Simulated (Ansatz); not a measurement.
System: C-vacancy pair (C on one host N site, one N site vacant) in rock-salt TiN (neutral cell). All values below come from PBE, PAW (plane waves to 420 eV; Ansatz, a first-principles code).

Settings: 64 host sites, the relaxed PBE lattice, a 2×2×2 k-point mesh shifted by half a step, smearing 0.10 eV, spin-restricted, no image-charge correction. Static, classical nuclei. Forms of the defect that were not tried may lie lower. The order of the sites in energy changes with the mesh.

Barriers: single points on a 4×4×4 k-point mesh shifted by half a step at the bands' geometries (they differ from the bands' own by up to 0.07 eV, and are uncertain by about as much).

A. one N atom jumps into the vacancy from a nearby N site (C-vacancy distance between ideal sites 3.00 → 5.20 Å); the atom moves 2.98 Å along (0.50, -0.50, 0.00) of the unit cell; the moving atom starts with neighbours 2 Ti at 2.09, 2 Ti at 2.12, 2 Ti at 2.13 Å and ends with Ti at 2.09, Ti at 2.09, Ti at 2.11, Ti at 2.12, 2 Ti at 2.14 Å; saddle order not checked.
B. the C atom itself jumps into the vacancy (C-vacancy distance between ideal sites 3.00 Å throughout); the atom moves 2.97 Å along (0.00, 0.49, 0.49) of the unit cell; the moving atom starts with neighbours 2 Ti at 2.07, 4 Ti at 2.12 Å and ends with 2 Ti at 2.07, 4 Ti at 2.12 Å; saddle order not checked, on a symmetry element.

A band can be held on a symmetry element, so unchecked saddle points there may be too high.

Question: Rank these by forward barrier (lowest first), as PBE, PAW gives it.

Answer: A (3.58 eV), B (4.12 eV)
